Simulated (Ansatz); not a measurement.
The parent structure is CdS in the wurtzite structure (space group P6_3mc, No. 186; a = 4.164 Å, c = 6.769 Å). Axes: x lies along a and z along c of the hexagonal cell.

The values are results of r2SCAN in Ansatz (plane waves to 500 eV, PAW, without spin-orbit coupling), earlier PAW set, not measurements.

Base values:

| Quantity | Result |
|---|---|
| Pressure | 0.00 GPa |
| Electron mass | 0.15 mₑ along c, 0.16 mₑ across (at Γ) |

The change: the cell is stretched by 4.18 % along z with no lateral relaxation; the atoms relax in the strained cell.

Problem. How does this affect the pressure?

Solution. The pressure (mean of the normal stresses, compression positive) goes from zero to -2.30 GPa.

Problem. What happens to the electron mass?

Solution. The electron mass changes from 0.15 mₑ along c, 0.16 mₑ across (at Γ) to 0.14 mₑ along z, 0.16 mₑ across (at Γ).

The levels and masses belong to the bands next to the band gap. Masses are band curvatures over ±0.01 Å⁻¹ around the edge. No phonon test of stability was made.

Ansatz is a program for electronic structure.
